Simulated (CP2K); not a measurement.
How far to go with the k-point mesh: Mg (P-3m1, 2 atoms in the cell)

```xyz
2
Lattice="3.2004 0.0000 0.0000 -1.6002 2.7716 0.0000 0.0000 0.0000 5.1944" Properties=species:S:1:pos:R:3 pbc="T T T"
Mg     0.0000     1.8477     1.3486
Mg     1.6002     0.9239     3.8958
```

Computed with LDA (Pade form), GPW, DZVP-MOLOPT-SR-GTH basis, GTH-PADE potentials (GTH_POTENTIALS) (CP2K).

Base settings: CUTOFF = 1000 Ry; REL_CUTOFF = 50 Ry; SMEAR/METHOD = FERMI_DIRAC; ELECTRONIC_TEMPERATURE = 1160.45 K; KPOINTS/SCHEME = MACDONALD 6 6 3 0.08333333333 0.08333333333 0; XC_FUNCTIONAL = PADE; Mg/BASIS_SET = DZVP-MOLOPT-SR-GTH-q10; Mg/POTENTIAL = GTH-PADE-q10; METHOD = GPW; EPS_DEFAULT = 1e-10.

The second cell is the first with its lattice scaled by 0.98.

Only quantities that move along the ladder and can be compared are tabulated.

The starting cell has typed, rounded lattice constants, without a prior relaxation at this level. Its lattice was rescaled by up to half a per cent. One atom was moved a little off its site on purpose. Values carry the incompleteness of an atom-centred basis. Without a gap this mesh is coarse (it stands for a supercell whose shortest vector is 16 Å).

```csv
KPOINTS/SCHEME,free energy less the last step's (meV/atom),energy of the compressed cell less the first (meV/atom),pressure (GPa),largest difference of a force vector from the last step's (eV/Å)
MACDONALD 2 2 1 0.25 0.25 0,83.10,-6.16,-1.34,0.063
MACDONALD 2 2 2 0.25 0.25 0.25,509.07,2.69,-0.34,0.179
MACDONALD 3 3 2 0 0 0.25,420.01,4.42,-0.13,0.059
MACDONALD 4 4 2 0.125 0.125 0.25,-15.76,-5.34,-1.21,0.057
MACDONALD 4 4 3 0.125 0.125 0,-60.62,-5.11,-1.23,0.021
MONKHORST-PACK 5 5 3,-37.56,-5.11,-1.23,0.030
MACDONALD 6 6 3 0.08333333333 0.08333333333 0,54.73,-3.41,-1.00,0.007
MACDONALD 6 6 4 0.08333333333 0.08333333333 0.125,39.64,-4.22,-1.12,0.027
MACDONALD 7 7 4 0 0 0.125,-12.59,-2.59,-0.93,0.033
MACDONALD 8 8 4 0.0625 0.0625 0.125,-10.40,-5.47,-1.27,0.013
MACDONALD 8 8 5 0.0625 0.0625 0,-14.37,-4.78,-1.18,0.004
MONKHORST-PACK 9 9 5,5.16,-4.62,-1.14,0.002
MACDONALD 10 10 6 0.05 0.05 0.08333333333,1.35,-3.35,-1.00,0.004
MACDONALD 11 11 6 0 0 0.08333333333,-7.41,-5.32,-1.24,0.003
MACDONALD 12 12 7 0.04166666667 0.04166666667 0,1.23,-4.87,-1.17,0.003
MACDONALD 14 14 8 0.03571428571 0.03571428571 0.0625,-1.58,-4.71,-1.16,0.003
MACDONALD 15 15 8 0 0 0.0625,1.12,-4.70,-1.15,0.004
MONKHORST-PACK 17 17 9,0.00,-4.41,-1.12,0.000
```

State of the energy of the compressed cell less the first at the end of the ladder: still drifting one way, by 0.30 meV/atom over the last two steps, so the last step is no safe reference.

Coarsest KPOINTS/SCHEME that holds the pressure within 0.5 GPa of the last step, with all finer ones: MACDONALD 4 4 2 0.125 0.125 0.25; the step before is off by 0.99 GPa.

Coarsest KPOINTS/SCHEME that holds the forces within 0.01 eV/Å of the last step, with all finer ones: MACDONALD 8 8 5 0.0625 0.0625 0; the step before is off by 0.013 eV/Å.
